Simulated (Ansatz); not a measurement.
Input:

```
Pd
1.0
    0.00000     2.00962     1.93885
    1.93885     0.00000     1.93885
    1.93885     2.00962     0.00000
Pd
1
Direct
  0.00000   0.00000   0.00000
```

No spin polarisation.

The values are results of DFT with PBEsol, PAW potentials and a 420 eV plane-wave cutoff in Ansatz (a quantum-chemistry and plane-wave program), no spin-orbit coupling, not measurements. Γ-centred 29×29×29 mesh, Fermi–Dirac width 0.1 eV.

Problem. What pressure (mean of the normal stresses, compression positive) does the calculation give?

Solution. -6.5 GPa.

Problem. What is the computed space group?

Solution. I4/mmm (No. 139).

Problem. Estimate the band gap.

Solution. Zero.

The cells carry an imposed strain or load. No phonon test of stability was made. The final runs are not spin-polarised. The cell was made from Pd in the fcc (Cu type) structure (space group Fm-3m, No. 225) by this change: uniaxial strain ε_yy = +3.65 %. Pd lies near a magnetic instability that expansion can trigger; it was not tested.
